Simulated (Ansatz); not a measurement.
Here is the system:

```xyz
2
Lattice="3.6177 0.0000 0.0000 1.8088 3.1330 0.0000 1.8088 -1.0443 3.0291" Properties=species:S:1:pos:R:3 pbc="T T T"
Mg     0.0000     0.0000     0.0000
S      1.8088     1.0443     1.5145
```

No spin polarisation.

Method: Ansatz (an electronic-structure program) r2SCAN, no SOC. Settings: 11×11×11 k-points, 0.05 eV Fermi–Dirac smearing.

**Question.** Estimate the mean in-plane stress (compression positive).

**Answer.** +3.2 GPa.

**Question.** What is the computed band gap?

**Answer.** 3.42 eV.

The cells carry an imposed strain or load. Stability against distortions was not tested. The cell was made from MgS in the rock salt structure (space group Fm-3m, No. 225) by this change: biaxial strain −1.67 %, plane normal [111], relaxed out of plane.
